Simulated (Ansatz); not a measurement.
Electron-phonon data for Rh (Fm-3m)

Input:

```yaml
crystal:
  lattice:
    - [0.00000, 1.88980, 1.88980]
    - [1.88980, 0.00000, 1.88980]
    - [1.88980, 1.88980, 0.00000]
  atoms:
    - { symbol: Rh, position: [0.00000, 0.00000, 0.00000] }
```

Calculation: PBEsol, DFPT electron-phonon coupling, linearised Boltzmann equation (plane waves, PAW, scalar-relativistic; Ansatz, a program for electronic structure). Geometry: relaxed with this functional, without spin-orbit coupling.

| Item | Value |
|---|---|
| resistivity at 300 K | 4.3 μΩ·cm |
| resistivity at 77 K | 0.39 μΩ·cm |
| electron mean free path at 300 K (weighted by the current that each state carries) | 8.3 nm |
| resistivity times mean free path for one path shared by all states (from the Fermi surface's area) | 3.3 ×10⁻¹⁶ Ω·m² |
| electron-phonon coupling λ | 0.37 |
| transport coupling λ_tr | 0.40 |
| logarithmic mean phonon energy | 22 meV |
| density of states at the Fermi level | 0.62 states/(eV·spin·cell) |
| Drude plasma energy | 10.1 eV |
| Hall coefficient at 300 K | 6.6 ×10⁻¹¹ m³/C |

A metal at this level (no band gap). Only scattering by harmonic phonons is included (no impurities, grain boundaries, electron-electron scattering or thermal expansion). Spin-orbit coupling is left out. Halving the electron mesh (36x36x36) moves the resistivity by up to 6 % at 300 K, the mean free path by up to 2 %, the coupling by up to 2 %. Smearing 0.20 eV; phonons on a 6x6x6 q mesh, which this run doesn't test and which matters most at low temperature.
